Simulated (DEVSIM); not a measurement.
Device: TaN/HfO2/n-Si capacitor, at 250 K.

```
layer (left to right)  material  thickness (nm)  Nd (cm⁻³)
---------------------  --------  --------------  ---------
1                          HfO2            15.0          -
2                            Si            8000     5.1e15
```

Metal gate on the left, work function 4.4 eV. Fixed charge at the semiconductor interface 2.1e10 cm⁻² (in units of +e); interface traps 2.8e11 cm⁻² eV⁻¹, uniform in energy, neutral level at 0.5 of the gap above the valence band.

The device is made up for the run: typed textbook-type constants, with dimensions and the other settings drawn at random. Values at 300 K; Nc and Nv go as T^1.5, mobilities as T to minus their exponent, the gap by Varshni's rule with the affinity fixed.

| parameter | HfO2 | Si |
|---|---|---|
| gap (eV) | 5.7 | 1.124 |
| affinity (eV) | 2.5 | 4.05 |
| permittivity | 22 | 11.7 |
| Nc (cm⁻³) | - | 2.86e19 |
| Nv (cm⁻³) | - | 3.1e19 |
| Varshni α (eV/K) | - | 0.000473 |
| Varshni β (K) | - | 636 |

Model (solved in DEVSIM): 1D Poisson equation in equilibrium, Boltzmann statistics, complete ionisation; no quantum confinement or tunnelling. Metal contacts follow the ideal Schottky-Mott rule: no Fermi-level pinning, no interface dipoles.

Base results: threshold voltage (band bending 2φF) (V) -0.65; flat-band voltage (V) 0.18; capacitance of the dielectric stack (μF/cm²) 1.30; minimum of the low-frequency capacitance (μF/cm²) 0.0675.

Question: What follows from this one change: temperature 250 → 350 K?

Answer: threshold voltage (band bending 2φF) -0.65 → -0.53 V; flat-band voltage 0.18 → 0.09 V; capacitance of the dielectric stack little changed (1.30 μF/cm²); minimum of the low-frequency capacitance 0.0675 → 0.0727 μF/cm².

Question: What follows from this one change: interface trap density 2.8e+11 → 3e+11 cm^-2 eV^-1?

Answer: threshold voltage (band bending 2φF) little changed (-0.65 V); flat-band voltage little changed (0.18 V); capacitance of the dielectric stack little changed (1.30 μF/cm²); minimum of the low-frequency capacitance 0.0675 → 0.0704 μF/cm².

Question: What follows from this one change: HfO2 thickness 0.015 → 0.018 μm?

Answer: threshold voltage (band bending 2φF) little changed (-0.66 V); flat-band voltage little changed (0.18 V); capacitance of the dielectric stack 1.30 → 1.08 μF/cm²; minimum of the low-frequency capacitance little changed (0.0669 μF/cm²).
